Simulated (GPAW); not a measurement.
GPAW run on Br (Cmce, 4 atoms in the cell): self-consistent single point

Level of theory: PBE, GPAW PAW datasets PBE (gpaw-data 1.0.1) (plane waves; GPAW).

This input was run:

```python
from ase import Atoms
from ase.units import GPa
from gpaw import GPAW

atoms = Atoms(['Br', 'Br', 'Br', 'Br'],
              cell=[[2.255904, -3.358679, 0.000000],
                    [2.255904, 3.358679, 0.000000],
                    [0.000000, 0.000000, 8.781912]],
              scaled_positions=[[0.861000, 0.861000, 0.889000],
                                [0.639000, 0.639000, 0.389000],
                                [0.361000, 0.361000, 0.611000],
                                [0.139000, 0.139000, 0.111000]],
              pbc=True)

calc = GPAW(mode={'name': 'pw', 'ecut': 550},
            xc='PBE',
            kpts={'size': (5, 5, 2), 'gamma': True},
            occupations={'name': 'fermi-dirac', 'width': 0.02},
            nbands=-4,
            convergence={'forces': 0.001, 'bands': -2},
            symmetry={'symmorphic': False, 'tolerance': 0.0005},
            maxiter=100)

atoms.calc = calc

energy = atoms.get_potential_energy()
print('Energy (eV):', round(energy, 6))
forces = atoms.get_forces()
print('Forces (eV/Ang):')
print(forces.round(5))
stress = atoms.get_stress()
print('Stress (GPa, Voigt):', (stress / GPa).round(4))
```

The program printed (abridged):

```
Input parameters:
  convergence: {bands: -2,
                forces: 0.001}
  kpts: {gamma: True,
         size: (5, 5, 2)}
  maxiter: 100
  mode: {ecut: 550,
         name: pw}
  nbands: -4
  occupations: {name: fermi-dirac,
                width: 0.02}
  symmetry: {symmorphic: False,
             tolerance: 0.0005}
  xc: PBE

species:
  Br:
    name: Bromine
    Z: 35.0
    valence: 7
    core: 28
    charge: 0.0
    file: Br.PBE.gz

    # Using partial waves for Br as LCAO basis

Reference energy: -283608.990917  # eV

Spin-paired calculation

Convergence criteria:
 Maximum [total energy] change in last 3 cyles: 0.0005 eV / valence electron
 Maximum integral of absolute [dens]ity change: 0.0001 electrons / valence electron
 Maximum integral of absolute [eigenst]ate change: 4e-08 eV^2 / valence electron
 Maximum change in the atomic [forces] across last 2 cycles: 0.001 eV/Ang OR
Maximum error relative to the maximum force is below inf
 Maximum number of scf [iter]ations: 100

Symmetries present (total): 8
Symmetries with fractional translations: 4
50 k-points: 5 x 5 x 2 Monkhorst-Pack grid + [0.000000,0.000000,1/4]
18 k-points in the irreducible part of the Brillouin zone
       k-points in crystal coordinates                weights
   0:     0.00000000    0.00000000    0.00000000          1/50
   1:     0.00000000    0.00000000    0.50000000          1/50
   2:     0.20000000   -0.20000000    0.00000000          2/50
   [... 7 lines left out ...]
          ...
  17:     0.40000000    0.40000000    0.50000000          2/50

Wave functions: Plane wave expansion
  Cutoff energy: 550.000 eV
  Number of coefficients (min, max): 3876, 3923
  Pulay-stress correction: 0.000000 eV/Ang^3 (de/decut=0.000000)

Occupation numbers: Fermi-Dirac:
  width: 0.0200  # eV

Eigensolver

Densities:
  Coarse grid: 24*24*48 grid
  Fine grid: 48*48*96 grid
  Total Charge: 0.000000

Density mixing:
  Method: separate
  Backend: pulay
  Linear mixing parameter: 0.05
  old densities: 5
  Damping of long wavelength oscillations: 50

Hamiltonian:
  XC and Coulomb potentials evaluated on a 48*48*96 grid
  External potential:
    NoExternalPotential

XC parameters: PBE with 2 nearest neighbor stencil

Number of atoms: 4
Number of atomic orbitals: 16
Number of bands in calculation: 18
Number of valence electrons: 28
Bands to converge: 16

Density initialized from atomic densities
  16 bands from LCAO basis set
  2 bands from random numbers

Atomic positions and initial magnetic moments

Positions:
   0 Br     3.884667   -0.000000    7.807120    ( 0.0000,  0.0000,  0.0000)
   1 Br     2.883045   -0.000000    3.416164    ( 0.0000,  0.0000,  0.0000)
   2 Br     1.628763   -0.000000    5.365748    ( 0.0000,  0.0000,  0.0000)
   3 Br     0.627141   -0.000000    0.974792    ( 0.0000,  0.0000,  0.0000)

Unit cell:
           periodic     x           y           z      points  spacing
  1. axis:    yes    2.255904   -3.358679    0.000000    24     0.1561
  2. axis:    yes    2.255904    3.358679    0.000000    24     0.1561
  3. axis:    yes    0.000000    0.000000    8.781912    48     0.1830

  Lengths:   4.045964   4.045964   8.781912
  Angles:   90.000000  90.000000 112.224322

Effective grid spacing dv^(1/3) = 0.1688

     iter     time        total  log10-change:
                         energy   eigst   dens  force
iter:   1 --:--:--    -6.676704   -0.42
iter:   2 --:--:--    -6.633773   -1.96  -1.07
iter:   3 --:--:--    -6.270056   -2.06  -1.11
iter:   4 --:--:--    -6.262999   -2.70  -1.65
iter:   5 --:--:--    -6.257402c  -2.93  -2.06
iter:   6 --:--:--    -6.253786c  -3.55  -2.16
iter:   7 --:--:--    -6.254638c  -3.91  -2.44
iter:   8 --:--:--    -6.253080c  -4.00  -2.47
iter:   9 --:--:--    -6.253072c  -5.19  -3.04
iter:  10 --:--:--    -6.252972c  -5.39  -3.01
iter:  11 --:--:--    -6.252972c  -7.14  -4.00c
iter:  12 --:--:--    -6.252976c  -6.72  -4.01c
iter:  13 --:--:--    -6.252973c  -7.16  -3.79
iter:  14 --:--:--    -6.252973c  -7.10  -4.25c
iter:  15 --:--:--    -6.252973c  -7.97c -4.23c
iter:  16 --:--:--    -6.252973c  -8.73c -4.61c -2.66
iter:  17 --:--:--    -6.252973c  -9.37c -4.70c -2.85
iter:  18 --:--:--    -6.252973c  -7.77c -4.74c -2.06
iter:  19 --:--:--    -6.252973c  -7.79c -4.30c -2.03
iter:  20 --:--:--    -6.252973c -10.02c -4.91c -3.43c

Converged after 20 iterations.

Dipole moment: (-0.000000, -0.000000, 0.000000) |e|*Ang

Energy contributions relative to reference atoms: (reference = -283608.990917)

Kinetic:        +12.922316
Potential:      -11.400154
External:        +0.000000
XC:              -7.773653
Entropy (-ST):   -0.000000
Local:           -0.001482
SIC:             +0.000000
--------------------------
Free energy:     -6.252973
Extrapolated:    -6.252973

Showing only first 2 kpts
 Kpt  Band  Eigenvalues  Occupancy
  0    12      0.59708    2.00000
  0    13      0.61751    2.00000
  0    14      2.33766    0.00000
  0    15      3.16318    0.00000

  1    12      0.60802    2.00000
  1    13      0.60802    2.00000
  1    14      2.61782    0.00000
  1    15      2.61782    0.00000

Fermi level: 1.58009

Gap: 1.720 eV
Transition (v -> c):
  (s=0, k=0, n=13, [0.00, 0.00, 0.00]) -> (s=0, k=0, n=14, [0.00, 0.00, 0.00])
No difference between direct/indirect transitions
Energy (eV): -6.252973

Forces in eV/Ang:
  0 Br   -0.26897    0.00000   -0.59649
  1 Br    0.26897    0.00000   -0.59649
  2 Br   -0.26897    0.00000    0.59649
  3 Br    0.26897    0.00000    0.59649

Stress tensor:
    -0.006343     0.000000     0.000000
     0.000000    -0.008820     0.000000
     0.000000     0.000000    -0.012522
Stress (GPa, Voigt): [-1.0163 -1.4132 -2.0063  0.      0.      0.    ]
```

The run converged in 20 iterations. GPAW prints stress with tension positive.

The starting cell has typed, rounded lattice constants, without a prior relaxation at this level. Its lattice was rescaled by a random factor within 2.5 % of one.
